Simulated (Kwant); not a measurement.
Model system: quantum point contact (saddle potential) in a InAs two-dimensional gas. Effective mass 0.023 mₑ, grid spacing 10 nm, hard walls, nominal width 200 nm (19 grid rows, so walls 200 nm apart), one parabolic valley, scattering region 600 nm long along x; energies count from the band bottom; Fermi energy 0.0117 eV. Potential (V0 + ½k y²) cos²(πx/L) for |x| < L/2, with V0 swept from 0.012285 to 0 eV, k = 9e-06 eV/nm², L = 280 nm. Perpendicular field 0.09 T, also in the leads; orbital effect alone.

The device is made up for the run: typed textbook-type constants, with dimensions and the other settings drawn at random.

Model: effective-mass tight-binding model on a square grid, one spin, coherent transport at 0 K (Kwant). Conductance is in e²/h.

Sweep values stay those of the base run.

The Fermi energy was swept, all else fixed.

```tsv
Fermi energy (eV)	G (e²/h) at V0 = 9.258 meV	mean G (e²/h) over the sweep	G (e²/h) at V0 = 3.205 meV	G (e²/h) at V0 = 6.232 meV
0.0059	1.1e-6	0.27	0.50	0.00037
0.0082	…	…	1.00	…
0.0099	0.012	0.75	1.03	0.92
0.0117	0.37	1.03	1.76	1.00
0.014	0.99	1.47	2.00	1.35
```

### Question
Complete the blanks.

### Answer

- 0.0082, G (e²/h) at V0 = 9.258 meV: 0.00026
- 0.0082, mean G (e²/h) over the sweep: 0.48
- 0.0082, G (e²/h) at V0 = 6.232 meV: 0.14
